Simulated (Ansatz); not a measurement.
## wurtzite GaN (0 0 1) on wurtzite AlN (0 0 1) (film strained to the substrate, faces as cut)

A periodic stack without vacuum, wurtzite GaN (0 0 1) on wurtzite AlN (0 0 1) (film strained to the substrate, faces as cut): substrate slab Al6N6, film Ga6N6, surface cells [[0, 1], [-1, 0]] and [[0, -1], [1, 0]], film strained by -2.7 and -2.7 %, faces N/Al and N/Ga as cut (like faces can put a slab off its formula).

The start was prepared with a machine-learned potential, and the result is one local minimum, with the in-plane cell held and forces under 0.04 eV/Å; the film can end far from its bulk form.

The numbers are results of PBE (plane waves to 420 eV, PAW; Ansatz, a first-principles code), not measurements. Scalar-relativistic, without spin–orbit coupling; the runs are not spin-polarised; PBE gaps are too small against experiment. Its k-point mesh 8×8×1, Fermi–Dirac width 0.05 eV.

* **interface area**: 8.5 Å²
* **period**: 31.03 Å
* **gaps between the outermost planes at the two interfaces**: 1.90 and 1.99 Å
* **Ga–N contacts across the interfaces within 1.22 times the sum of covalent radii**: 1, mean 1.99 Å
* **Al–N contacts across the interfaces within 1.22 times the sum of covalent radii**: 1, mean 1.90 Å
* **two interfaces**: unlike, so that offsets are their mean

```xyz
24
Lattice="3.1303 0.0001 0.0067 1.5651 2.7110 0.0729 1.5008 1.9170 31.0916" Properties=species:S:1:pos:R:3 pbc="T T T"
Al     1.2349     1.4172     1.6319
Al     2.7947     2.2567     4.1731
N      1.2309     1.3684     3.5368
N      2.8013     2.3366     1.0539
Al     1.2242     1.2886     6.6601
Al     2.7841     2.1281     9.2002
N      1.2203     1.2398     8.5640
N      2.7906     2.2082     6.0770
Al     1.2138     1.1599    11.6873
Al     2.7739     1.9994    14.2228
N      1.2100     1.1110    13.5914
N      2.7801     2.0795    11.1039
Ga     4.3337     2.8369    16.8472
Ga     2.7633     1.8651    19.4714
N      4.3297     2.7866    18.8173
N      2.7700     1.9508    16.1269
Ga     4.3230     2.7010    22.1507
Ga     2.7525     1.7294    24.7771
N      4.3190     2.6508    24.1225
N      2.7594     1.8145    21.4430
Ga     4.3118     2.5654    27.4565
Ga     2.7410     1.5937    30.0862
N      4.3076     2.5152    29.4280
N      2.7483     1.6789    26.7488
```
